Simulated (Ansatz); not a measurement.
**Nb: response to strain**

The reference is Nb in the bcc (W type) structure (space group Im-3m, No. 229; a = 3.248 Å; relaxed with 0.1 eV smearing). Axes: x, y, z lie along the cube axes.

Strains are applied to the cell and any free atomic positions relax; under biaxial strain the out-of-plane vector relaxes too.

Computed with LDA in Ansatz (plane waves to 420 eV, PAW, no SOC).

Notes on the quantities. energy relative to the base: free energy F.

| change | out-of-plane strain | energy relative to the base | shortest interatomic distance |
|---|---|---|---|
| base | – | 0 meV/atom | 2.813 Å |
| biaxial strain −3.00 %, plane normal [001], relaxed out of plane | +3.17 % | (withheld) | 2.788 Å |
| biaxial strain −2.50 %, plane normal [001], relaxed out of plane | +2.64 % | +20 meV/atom | 2.792 Å |
| biaxial strain −1.50 %, plane normal [001], relaxed out of plane | +1.58 % | +6.8 meV/atom | 2.800 Å |
| biaxial strain −1.00 %, plane normal [001], relaxed out of plane | +1.05 % | +3.0 meV/atom | 2.804 Å |
| biaxial strain −0.50 %, plane normal [001], relaxed out of plane | +0.53 % | +0.7 meV/atom | 2.809 Å |
| biaxial strain +1.00 %, plane normal [001], relaxed out of plane | -1.09 % | +2.7 meV/atom | 2.822 Å |
| biaxial strain +2.00 %, plane normal [001], relaxed out of plane | (withheld) | +10 meV/atom | 2.830 Å |
| biaxial strain +2.50 %, plane normal [001], relaxed out of plane | -2.77 % | +16 meV/atom | 2.835 Å |
| biaxial strain +3.00 %, plane normal [001], relaxed out of plane | -3.29 % | +22 meV/atom | (withheld) |

Problem. Fill in the withheld entries from the trend.

Solution. 
- biaxial strain −3.00 %, plane normal [001], relaxed out of plane, energy relative to the base: +29 meV/atom
- biaxial strain +2.00 %, plane normal [001], relaxed out of plane, out-of-plane strain: -2.23 %
- biaxial strain +3.00 %, plane normal [001], relaxed out of plane, shortest interatomic distance: 2.840 Å

No phonon test of stability was made. All final runs are without spin polarisation.

Ansatz is a quantum-chemistry and plane-wave program.
